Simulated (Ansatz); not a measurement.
SnSe (model structure, started from the 4H type, P6₃mc, No. 186, 8 atoms in the cell)

These are PBEsol in Ansatz (PAW) values and carry that method's errors.

Settings: plane-wave cutoff 520 eV, 12×12×4 k mesh (along the axes of the cell as run), Fermi–Dirac smearing 0.01 eV, scalar-relativistic PAW data made under PBE.

Cell (relaxed at this level):

```yaml
crystal:
  lattice:
    - [5.02263, 0.00000, 0.00000]
    - [-2.51131, 4.34972, 0.00000]
    - [0.00000, 0.00000, 11.75400]
  atoms:
    - { symbol: Sn, position: [0.00000, 0.00000, 0.02732] }
    - { symbol: Sn, position: [0.00000, 0.00000, 0.52732] }
    - { symbol: Sn, position: [0.66667, 0.33333, 0.77508] }
    - { symbol: Sn, position: [0.33333, 0.66667, 0.27508] }
    - { symbol: Se, position: [0.00000, 0.00000, 0.78462] }
    - { symbol: Se, position: [0.00000, 0.00000, 0.28462] }
    - { symbol: Se, position: [0.66667, 0.33333, 0.53861] }
    - { symbol: Se, position: [0.33333, 0.66667, 0.03861] }
```

```yaml
band_gap: 0.36 eV
smallest_direct_gap_on_the_k_points_sampled: 0.59 eV
"Γ–Γ gap": 2.06 eV
```

Note: the relaxation could raise the start's symmetry but not lower it, so the cell can be a saddle point.

Spin–orbit coupling is not included.

A model structure was made by putting elements into a prototype or built by hand; it is no filed structure, need not be a known phase, and can be a saddle point held by its symmetry.

Ansatz is a quantum-chemistry and plane-wave program.
